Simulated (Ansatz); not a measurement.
The parent structure is BAs (space group P6_422, No. 181; a = 3.4290 Å, c = 7.4031 Å; a hypothetical phase, not in the database extracts checked).

Modification: the cell is scaled by 1.0249 in all directions, atoms relaxed at fixed cell.

Levels (all Ansatz, an electronic-structure program, PAW): PBEsol (420 eV, no spin-orbit coupling); r2SCAN (500 eV, no SOC); HSE06 (420 eV, no spin-orbit coupling).

One geometry, relaxed with PBEsol, under each level:

```csv
level,band gap,lowest conduction level above the VBM at special points,pressure
PBEsol,0.43 eV,K 0.43 eV; M 0.51 eV; L 1.69 eV; A 1.75 eV,-9.28 GPa
r2SCAN,0.65 eV,K 0.65 eV; M 0.76 eV; L 2.01 eV; A 2.18 eV,-7.13 GPa
HSE06,…,…,–
```

Q: Give the withheld HSE06 results.

A: 
- HSE06, band gap: 1.07 eV
- HSE06, lowest conduction level above the VBM at special points: K 1.07 eV; M 1.11 eV; L 2.40 eV; Γ 2.71 eV

Single points use the geometry relaxed with PBEsol. Their cutoffs differ, which shifts pressures a little. HSE06 gaps are upper bounds (no full band path). The cells carry an imposed strain or load. Stability against distortions was not tested. The base started in P3_121 and relaxed to P6_422 at this level.
